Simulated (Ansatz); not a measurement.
DyPd₃ (Pm-3m, No. 221) was calculated with LDA in Ansatz (PAW).

Numerical settings: plane-wave cutoff 520 eV, 14×14×14 k mesh, Fermi–Dirac smearing 0.05 eV, spin-polarised with parallel moments, scalar-relativistic PAW data made under PBE.

Computed at the level's own relaxed cell.

Question: What does this level give for the equilibrium lattice constant a and bulk modulus B0?

Answer: 
- equilibrium lattice constant a = 4.002 Å
- bulk modulus B0 = 165 GPa

The run finds no gap.

Note: the magnetic order was assumed, not searched for or taken from measurement; the 4f shell is treated without U or exact exchange, so its levels and filling can be wrong; the bulk modulus is −V dP/dV from two relaxed cells at ±2 % in volume.

Spin–orbit coupling is not included.

The computed numbers hold no vibrational or temperature effects.

Computing time: very roughly 10 core-minutes.

Ansatz is a program for electronic structure.
